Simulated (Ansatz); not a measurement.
# Response to strain in TiO2

The parent structure is TiO2 in the anatase structure (space group I4_1/amd, No. 141; a = 3.739 Å, c = 9.455 Å). Axes: x, y, z lie along a, b, c of the conventional cell.

Strains are applied to the cell and any free atomic positions relax.

Level of theory: LDA (Ansatz, an electronic-structure program), no spin-orbit coupling.

Notes on the quantities. energy relative to the base: free energy F.

```tsv
variant	energy relative to the base	largest internal atomic displacement	shortest interatomic distance
base	0 meV/atom	–	1.911 Å
tensor shear ε_xz = +1.00 %	+0.6 meV/atom	0.028 Å	1.908 Å
tensor shear ε_xz = +0.33 %	+0.1 meV/atom	–	1.910 Å
tensor shear ε_xz = +1.67 %	+1.8 meV/atom	0.045 Å	1.906 Å
tensor shear ε_xz = +2.00 %	+2.6 meV/atom	0.057 Å	1.906 Å
tensor shear ε_xz = +1.33 %	+1.1 meV/atom	0.036 Å	1.907 Å
tensor shear ε_xz = +0.67 %	+0.3 meV/atom	0.019 Å	1.910 Å
```

No phonon test of stability was made. The final runs are not spin-polarised.
